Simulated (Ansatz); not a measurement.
## Effect of uniaxial strain ε_zz = +1.00 % on RbBr

The parent structure is RbBr in the rock salt structure (space group Fm-3m, No. 225; a = 6.8433 Å). Axes: x, y, z lie along the cube axes.

Modification: the cell is stretched by 1.00 % along z with no lateral relaxation; the atoms relax in the strained cell.

The values are results of PBEsol/PAW in Ansatz (a program for electronic structure), without spin-orbit coupling, not measurements. Γ-centred 8×8×8 mesh, Fermi–Dirac width 0.05 eV.

The volume per atom increases by 0.40 Å³ (40.06 Å³ → 40.46 Å³) and the space group goes from Fm-3m (No. 225) to I4/mmm (No. 139). The shortest interatomic distance remains 3.422 Å and the energy increases by 0.4 meV/atom. The pressure (mean of the normal stresses, compression positive) decreases by 1.3 kbar (0.1 kbar → -1.2 kbar) and the band gap falls by 0.026 eV (4.22 eV → 4.20 eV). The gap character stays direct at Γ and the electron mass is still 0.36 mₑ (at Γ). The valence-band top at Γ (three highest levels, from the VBM) becomes 0.00, 0.00, -0.01 eV (base: 0.00, 0.00, 0.00 eV) and the valley order (the lowest conduction-band minima on the path, energy above the VBM, named in the base's zone) changes from Γ 4.22 eV; X along ⟨100⟩ 5.50 eV to Γ 4.20 eV; X along [100] 5.50 eV; X along [001] 5.51 eV. The stress (xx, yy, zz, yz, xz, xy; compression positive) comes out as (-0.03, -0.03, -0.30, 0.00, 0.00, 0.00) GPa.

Final structure:

```yaml
crystal:
  lattice:
    - [0.00000, 3.42164, 3.45586]
    - [3.42164, 0.00000, 3.45586]
    - [3.42164, 3.42164, 0.00000]
  atoms:
    - { symbol: Rb, position: [0.00000, 0.00000, 0.00000] }
    - { symbol: Br, position: [0.50000, 0.50000, 0.50000] }
```

Effective masses come from finite differences of ±0.01 Å⁻¹. Stability against distortions was not tested. Labels are those of the standard path for the cell's own space group.
